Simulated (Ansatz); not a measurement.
Fluorite HfO2 (high-temperature phase) was calculated with LDA (PAW; Ansatz, a quantum-chemistry and plane-wave program).

The input as run:

Ansatz 0.2 input:
```yaml
crystal:
  lattice:
    - [0.0, 2.5494854252, 2.5494854252]
    - [2.5494854252, 0.0, 2.5494854252]
    - [2.5494854252, 2.5494854252, 0.0]
  atoms:
    - { symbol: Hf, position: [0.0, 0.0, 0.0] }
    - { symbol: O, position: [0.25, 0.25, 0.25] }
    - { symbol: O, position: [0.75, 0.75, 0.75] }
basis:
  ecutwfc: 520
  ecutrho_ratio: 4
  xc_grid: 2
kpoints:
  mp_grid: { grid: [12, 12, 12] }
hamiltonian:
  xc: lda
  dispersion: none
  pseudopotentials: { kind: paw }
scf:
  occupations: { method: fermi_dirac, width: 0.01 }
  convergence: { dr2_threshold: 0.0000000003 }
output:
  forces: true
  stress: true
  eigenvalues: true
```

### Question
How many irreducible k-points, plane waves at Γ does the program set up, and what pressure does the run end with?

### Answer
72 irreducible k-points, 893 plane waves at Γ; P = -14.59 GPa, so the cell is stretched and would shrink at this level.

The run printed, among other lines:

```
Crystal: 3 atoms, lattice volume = 33.143 Å³
Basis set: ecut = 520 eV, 893 PW (Γ), exchange–correlation on 54×54×54 points (8 copies of the dense FFT grid, shifted against one another)
Bands: 23, of which v1, the nominal top of the filled ones, is band 19 counted from 1 (18 counted from 0)
Symmetry: 48 space group operations
Space group: Fm-3m (ITA 225), of the structure as read, at distance tolerance 3.2e-5 Å
k-points: 72 of 1728
Functional: x = slater, c = lda
SCF iter   1: F=—  HF=-16592.941626 eV  |F-HF|=—  |Δ(HF+E_count)|=         —  Δρ=1.84e-2  dr2=1.01e-1
SCF iter   2: F=—  HF=-16592.928637 eV  |F-HF|=—  |Δ(HF+E_count)|=   1.30e-2  Δρ=1.36e-2  dr2=4.47e-2
  ...
SCF iter   7: F=—  HF=-16592.915955 eV  |F-HF|=—  |Δ(HF+E_count)|=   2.78e-7  Δρ=9.68e-6  dr2=2.25e-8
SCF iter   8: F=-16592.915955 eV  HF=-16592.915955 eV  |F-HF|=3.27e-11  |Δ(HF+E_count)|=   8.29e-9  Δρ=5.34e-7  dr2=6.77e-11
SCF 1 converged in 8 iterations: F = -16592.915955 eV  dr2 = 6.77e-11
SCF converged after 8 iterations
Free energy (F): -16592.915955 eV
Internal energy: -16592.915955 eV  (E = F + TS)
E sigma→0 (E₀):  -16592.915955 eV
Fermi energy:    17.073301 eV
--- Forces (eV/Å), atoms counted from 1 ---
  atom   1  Hf    -0.00000000     0.00000000     0.00000000
  atom   2  O     -0.00000000     0.00000000     0.00000000
  atom   3  O     -0.00000000     0.00000000    -0.00000000
--- Stress (GPa, compression-positive) ---
      -14.593816       0.000000       0.000000
        0.000000     -14.593816      -0.000000
        0.000000       0.000000     -14.593816
  P = ⅓ Tr σ = -14.5938 GPa (-145.938 kbar)
```

The cell is one volume of an energy–volume scan, off the minimum.

The PAW data were made under PBE.

Note: symmetry holds this phase in the static calculation, where it need not be a minimum. Note: held by symmetry at 0 K, a high-temperature phase can be a saddle point.
